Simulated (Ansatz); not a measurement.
We consider cubic perovskite KMgF3, described by r²SCAN in Ansatz (plane waves, PAW).

Numerical settings: plane-wave cutoff 560 eV, 8×8×8 k mesh, Fermi–Dirac smearing 0.01 eV, scalar-relativistic PAW data made under PBE.

Properties against volume:

```json
[
 {"V (Å³/atom)": "11.859", "P (GPa)": "5.55", "direct gap at Γ (eV)": "9.120", "smallest gap on the k mesh (eV)": "8.808"},
 {"V (Å³/atom)": "12.111", "P (GPa)": "3.49", "direct gap at Γ (eV)": "8.944", "smallest gap on the k mesh (eV)": "8.631"},
 {"V (Å³/atom)": "12.363", "P (GPa)": "1.65", "direct gap at Γ (eV)": "8.776", "smallest gap on the k mesh (eV)": "8.462"},
 {"V (Å³/atom)": "12.616", "P (GPa)": "0.00", "direct gap at Γ (eV)": "8.614", "smallest gap on the k mesh (eV)": "8.300"},
 {"V (Å³/atom)": "12.868", "P (GPa)": "-1.48", "direct gap at Γ (eV)": "8.460", "smallest gap on the k mesh (eV)": "8.145"},
 {"V (Å³/atom)": "13.120", "P (GPa)": "-2.80", "direct gap at Γ (eV)": "8.311", "smallest gap on the k mesh (eV)": "7.997"},
 {"V (Å³/atom)": "13.372", "P (GPa)": "-3.99", "direct gap at Γ (eV)": "8.168", "smallest gap on the k mesh (eV)": "7.856"}
]
```

The fundamental gap (8.30 eV at the equilibrium volume, with added k points) lies elsewhere than Γ–Γ.

Ansatz is a first-principles code.
